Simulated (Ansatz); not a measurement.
# A computed series for Bi2SiO5: pressure series

Consider Bi2SiO5 (space group Cmc2_1, No. 36; a = 15.169 Å, b = 5.481 Å, c = 5.327 Å; a cell from a computed database, its experimental status unchecked).

Cell and atoms are relaxed at each pressure.

The values are results of PBEsol (Ansatz, a program for electronic structure, PAW, without spin-orbit coupling), not measurements.

```tsv
change	shortest interatomic distance	electron mass
base	3.054 bohr	1.7 mₑ along k, 0.41 mₑ across (at Y)
pressure −2 GPa	3.064 bohr	–
pressure −1 GPa	3.059 bohr	–
pressure 0.3 GPa	3.052 bohr	1.7 mₑ along k, 0.41 mₑ across (at Y)
pressure 0.7 GPa	3.051 bohr	1.6 mₑ along k, 0.41 mₑ across (at Y)
pressure 1.5 GPa	3.047 bohr	1.4 mₑ along k, 0.41 mₑ across (at Y)
pressure 3 GPa	3.041 bohr	1.2 mₑ along a, 0.41 mₑ along b, 0.39 mₑ along c (at Y)
pressure 5 GPa	3.033 bohr	1.1 mₑ along a, 0.41 mₑ along b, 0.39 mₑ along c (at Y)
pressure 10 GPa	3.016 bohr	0.91 mₑ along a, 0.42 mₑ along b, 0.39 mₑ along c (at Y)
```

With Bi present, leaving out spin-orbit coupling can change the band edges. The levels and masses belong to the bands next to the band gap. Load acts through the strain it causes; cell and atoms are relaxed under it. Effective masses come from finite differences of ±0.01 Å⁻¹. Along k means along the line from Γ to the band edge. No phonon test of stability was made. Competing high-pressure phases were not computed.
